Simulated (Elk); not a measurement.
## A self-consistent single point of CoH (Fm-3m, 2 atoms in the cell) with Elk

Computed with PBEsol, all-electron FP-LAPW, Elk's shipped species files, default APW+lo basis (Elk).

This input was run:

```
tasks
  0

xctype
  22

spinpol
  .true.

reducebf
  0.5

rmtscf
  0.85

nempty
  8

stype
  0

swidth
  0.00734986

maxscl
  100

scale
  1.889726125

avec
    0.0000000000    1.8429600000    1.8429600000
    1.8429600000    0.0000000000    1.8429600000
    1.8429600000    1.8429600000    0.0000000000

atoms
  2
  'Co.in'
  1
  0.0000000000  0.0000000000  0.0000000000    0.0 0.0 -0.75
  'H.in'
  1
  0.5000000000  0.5000000000  0.5000000000    0.0 0.0 0.0

ngridk
  15 15 15
```

Log, with long lists cut:

```
│ Elk code version 10.2.4 │

All units are atomic (Hartree, Bohr, etc.)

│ Ground-state run starting from atomic densities │

Lattice vectors :
   0.000000000       3.482689659       3.482689659
   3.482689659       0.000000000       3.482689659
   3.482689659       3.482689659       0.000000000

Unit cell volume      :    84.48397219
Brillouin zone volume :    2.936062392

Muffin-tin inner radius fraction :   0.1000000000E-01

Nuclei treated as point charges

Species :    1 (Co)
 parameters loaded from : Co.in
 name : cobalt
 nuclear charge    :   -27.00000000
 electronic charge :    27.00000000
 atomic mass :    107428.6517
 muffin-tin radius :    2.040000000
 number of radial points in muffin-tin :    497
 atomic positions (lattice), magnetic fields (Cartesian) :
   1 :   0.00000000  0.00000000  0.00000000    0.00000000  0.00000000 -0.75000000

Species :    2 (H)
 parameters loaded from : H.in
 name : hydrogen
 nuclear charge    :   -1.000000000
 electronic charge :    1.000000000
 atomic mass :    1837.362219
 muffin-tin radius :    1.190000000
 number of radial points in muffin-tin :    197
 atomic positions (lattice), magnetic fields (Cartesian) :
   1 :   0.50000000  0.50000000  0.50000000    0.00000000  0.00000000  0.00000000

Total number of atoms per unit cell :    2

Spin treatment :
 spin-polarised
 global magnetic field (Cartesian) :    0.000000000       0.000000000       0.000000000
 collinear magnetisation in z-direction

Number of Bravais lattice symmetries :   48
Number of crystal symmetries         :   48
Crystal has inversion symmetry
Real symmetric eigensolver will be used

k-point grid :     15    15    15
k-point offset :    0.000000000       0.000000000       0.000000000
k-point set is reduced with full crystal symmetry group
Total number of k-points :      120

Muffin-tin radius times maximum |G+k| :    7.000000000
 using average radius
   [... lines left out ...]
Maximum (1/2)|G+k|²                   :    9.393361386
Maximum |G| for potential and density :    12.00000000
 potential will be trimmed for |G| > 2 gkmax
Constant for pseudocharge density :    6
Radial integration step length :    4

G-vector grid sizes :     20    20    20
Number of G-vectors :     2445

Maximum angular momentum used for
 APW functions                      :    8
 outer part of muffin-tin           :    6
 inner part of muffin-tin           :    1

Total nuclear charge    :   -28.00000000
Total core charge       :    12.00000000
Total valence charge    :    16.00000000
Total excess charge     :    0.000000000
Total electronic charge :    28.00000000

Effective Wigner radius, rₛ :   0.8964152332

Number of empty states         :   16
Total number of valence states :   48
Total number of core states    :   12

Total number of local-orbitals :   21

Exchange-correlation functional :     22     0     0
 PBEsol, Phys. Rev. Lett. 100, 136406 (2008)
 gradient requirement :    1
 generalised gradient approximation (GGA)

Smearing type :    0
 Gaussian
Smearing width :   0.7349860000E-02
Effective electronic temperature (K) :    2320.902224

Mixing type :    3
 Broyden mixing, J. Phys. A: Math. Gen. 17, L317 (1984)

Kohn-Sham potential initialised from atomic data
│ Self-consistent loop started │
│ Loop number : 1 │
 total energy                :     -1392.69395890
 total moment                :    1.707119376
│ Loop number : 2 │
 total energy                :     -1392.81791804
 total moment                :    1.703485980
RMS change in Kohn-Sham potential (target) :    159.9860901     (  0.1000000000E-05)
Absolute change in total energy (target)   :   0.1239591458     (  0.1000000000E-03)
│ Loop number : 3 │
 total energy                :     -1391.89347378
 total moment                :    1.536338024
RMS change in Kohn-Sham potential (target) :    128.7517642     (  0.1000000000E-05)
Absolute change in total energy (target)   :   0.8934544730     (  0.1000000000E-03)
│ Loop number : 4 │
 total energy                :     -1394.55236455
 total moment                :    1.111221748
RMS change in Kohn-Sham potential (target) :    59.94573386     (  0.1000000000E-05)
Absolute change in total energy (target)   :    2.435527150     (  0.1000000000E-03)
│ Loop number : 5 │
 total energy                :     -1392.60083614
   [... lines left out ...]
 total moment                :    1.164279441
RMS change in Kohn-Sham potential (target) :   0.1506058270E-04 (  0.1000000000E-05)
Absolute change in total energy (target)   :   0.1086739530E-05 (  0.1000000000E-03)
│ Loop number : 26 │
 total energy                :     -1392.87173219
 total moment                :    1.164283004
RMS change in Kohn-Sham potential (target) :   0.3530087984E-05 (  0.1000000000E-05)
Absolute change in total energy (target)   :   0.2496626166E-05 (  0.1000000000E-03)
│ Loop number : 27 │
 total energy                :     -1392.87173204
 total moment                :    1.164282482
RMS change in Kohn-Sham potential (target) :   0.2272221245E-05 (  0.1000000000E-05)
Absolute change in total energy (target)   :   0.4746405011E-06 (  0.1000000000E-03)
│ Loop number : 28 │
 total energy                :     -1392.87173200
 total moment                :    1.164281698
RMS change in Kohn-Sham potential (target) :   0.7124339375E-06 (  0.1000000000E-05)
Absolute change in total energy (target)   :   0.7834182725E-07 (  0.1000000000E-03)
Convergence targets achieved

│ Loop number : 29 │

Energies :
 Fermi                       :     0.373480207747
 sum of eigenvalues          :     -800.922265664
 electron kinetic            :      1413.11816538
 core electron kinetic       :      1277.54897123
 Coulomb                     :     -2747.11184392
 Coulomb potential           :     -2136.93256665
 nuclear-nuclear             :     -200.906659041
 electron-nuclear            :     -2955.47780310
 Hartree                     :      409.272618225
 Madelung                    :     -1678.64556059
 xc potential                :     -77.0755563533
 xc effective B-field        :    -0.323002495247E-01
 external B-field            :      0.00000000000
 exchange                    :     -57.3918281886
 correlation                 :     -1.48622508595
 total energy                :     -1392.87173181
 (external B-field energy excluded from total)

Density of states at Fermi energy :    34.67572244
 (states/Hartree/unit cell)

Estimated indirect band gap :   0.4859293662E-03
 from k-point     18 to k-point     42
Estimated direct band gap   :   0.2619877163E-02
 at k-point     42

Charges :
 core                        :    12.00000000
 valence                     :    16.00000000
 interstitial                :    1.949683019
 muffin-tins (core leakage)
  species :    1 (Co)
   atom    1                 :    25.42111223     (  0.3059113631E-02)
  species :    2 (H)
   atom    1                 :   0.6292047476     (   0.000000000    )
 total in muffin-tins        :    26.05031698
 total calculated charge     :    27.99858797
 total charge                :    28.00000000
 error                       :   0.1412025526E-02

Moments :
 interstitial                :  -0.4369957189E-01
 muffin-tins
  species :    1 (Co)
   atom    1                 :    1.219914678
  species :    2 (H)
   atom    1                 :  -0.1193353477E-01
 total in muffin-tins        :    1.207981143
 total moment                :    1.164281571

│ Self-consistent loop stopped │
```

The run converged in 29 iterations. The count includes the last loop, which Elk runs after its targets are met.

The starting cell comes from a database of computed structures (which also holds hypothetical and non-ambient phases and stackings), without a prior relaxation at this level. With one magnetic atom in the cell only a parallel order is possible. Values depend on the basis (sphere radii, cutoffs, local orbitals), which need not be converged. The log's line on a gap gives a spacing of levels on this mesh, which the program prints for metals too.

Cost on one core of a shared machine: roughly 70 s.
